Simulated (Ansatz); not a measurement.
## A computed series for SiO2: response to strain

The parent structure is SiO$_{2}$ in the rutile structure (space group P4_2/mnm, No. 136; a = 4.236 Å, c = 2.690 Å). Axes: x, y, z lie along a, b, c of the conventional cell.

Strains are applied to the cell and any free atomic positions relax; under biaxial strain the out-of-plane vector relaxes too.

Level of theory: Kohn–Sham DFT with the PBE functional, run in Ansatz (a program for electronic structure) with PAW and 420 eV plane waves, no SOC.

```csv
"biaxial strain, plane normal [001], relaxed out of plane (%)",out-of-plane strain (%)
0,0.00
0.6,?
1.8,-0.87
2.4,-1.14
3,-1.40
```

### Question
Fit ε⊥ = −νε + γε² (strains in %) to the rows shown and predict the withheld row.

### Answer
Least squares on the printed values gives ν = 0.51 (the biaxial Poisson response) and γ = 0.014 (largest residual 0.00 %); this predicts -0.30 %, and the run gives -0.30 %, in agreement.

No phonon test of stability was made.
